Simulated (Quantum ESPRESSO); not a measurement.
Quantum ESPRESSO run on MoW (Cmm2, 2 atoms in the cell): self-consistent single point.

Method: PBEsol, GBRV 1.5 ultrasoft (PBESOL) pseudopotentials (plane waves; Quantum ESPRESSO 7.5).

```
MoW
1.0
    1.57139     2.22313     0.00000
   -1.57139     2.22313     0.00000
    0.00000     0.00000     4.46416
Mo W
1 1
Direct
  0.00000   0.00000   0.98880
  0.50000   0.50000   0.50000
```

Reference input (self-consistent single point, DFT, PBEsol, plane waves, GBRV 1.5 ultrasoft (PBESOL) pseudopotentials): ecutwfc = 40 Ry; ecutrho = 320 Ry; occupations = smearing; smearing = fermi-dirac; degauss = 0.0073499 Ry; potentials = {Mo: mo_pbesol_v1.uspp.F.UPF, W: w_pbesol_v1.2.uspp.F.UPF}; K_POINTS = automatic 8 8 5 0 0 0; conv_thr = 1e-10 Ry. This run's input differs from it in these lines:

```diff
@@ -18,4 +18,4 @@
  occupations = 'smearing'
- smearing = 'fermi-dirac'
- degauss = 0.0073499
+ smearing = 'marzari-vanderbilt'
+ degauss = 0.00147
 /
@@ -31,3 +31,3 @@
 K_POINTS automatic
-8 8 5  0 0 0
+13 13 8  0 0 0
```

Output, abridged:

```
     Self-consistent Calculation

     iteration #  1     ecut=    40.00 Ry     beta= 0.70

     Threshold (ethr) on eigenvalues was too large:
     Diagonalizing with lowered threshold

     negative rho (up, down):  6.065E-02 0.000E+00

     total energy              =    -298.34214163 Ry
     estimated scf accuracy    <       0.11861496 Ry

     iteration #  2     ecut=    40.00 Ry     beta= 0.70

     negative rho (up, down):  6.153E-02 0.000E+00

     total energy              =    -298.28347722 Ry
     estimated scf accuracy    <       0.40999169 Ry

     iteration #  3     ecut=    40.00 Ry     beta= 0.70

     negative rho (up, down):  6.217E-02 0.000E+00

     total energy              =    -298.35865303 Ry
     estimated scf accuracy    <       0.20247478 Ry

   [... 6 blocks of this kind left out ...]

     iteration # 10     ecut=    40.00 Ry     beta= 0.70

     negative rho (up, down):  6.252E-02 0.000E+00

     total energy              =    -298.38040626 Ry
     estimated scf accuracy    <          4.8E-09 Ry

     iteration # 11     ecut=    40.00 Ry     beta= 0.70

     negative rho (up, down):  6.252E-02 0.000E+00
     End of self-consistent calculation

     Number of k-points >= 100: set verbosity='high' to print the bands.

     the Fermi energy is    22.1779 ev

!    total energy              =    -298.38040626 Ry
     estimated scf accuracy    <          3.8E-11 Ry
     smearing contrib. (-TS)   =      -0.00000736 Ry
     internal energy E=F+TS    =    -298.38039890 Ry

     convergence has been achieved in  11 iterations

     negative rho (up, down):  6.252E-02 0.000E+00

     Forces acting on atoms (cartesian axes, Ry/au):

     atom    1 type  1   force =     0.00000000    0.00000000    0.02920593
     atom    2 type  2   force =     0.00000000    0.00000000   -0.02920593

     Total force =     0.041303     Total SCF correction =     0.000036

     negative rho (up, down):  6.252E-02 0.000E+00
          total   stress  (Ry/bohr**3)                   (kbar)     P=      -31.78
  -0.00019711   0.00000000   0.00000000          -29.00        0.00        0.00
   0.00000000  -0.00021697   0.00000000            0.00      -31.92        0.00
   0.00000000   0.00000000  -0.00023398            0.00        0.00      -34.42

   JOB DONE.
```

The run converged in 11 iterations. Against the reference run the free energy goes up by 3.7 meV/atom, the pressure goes from -2.93 to -3.18 GPa and the largest force goes from 0.684 to 0.751 eV/Å.

The starting cell comes from a database of computed structures (which also holds hypothetical and non-ambient phases and stackings), without a prior relaxation at this level. Its lattice was rescaled by up to half a per cent. One atom was moved a little off its site on purpose. Spin polarisation is off. With a pressure of about -3 GPa the cell is away from its equilibrium volume at this level.

Cost on one core of a shared machine: roughly 60 s.
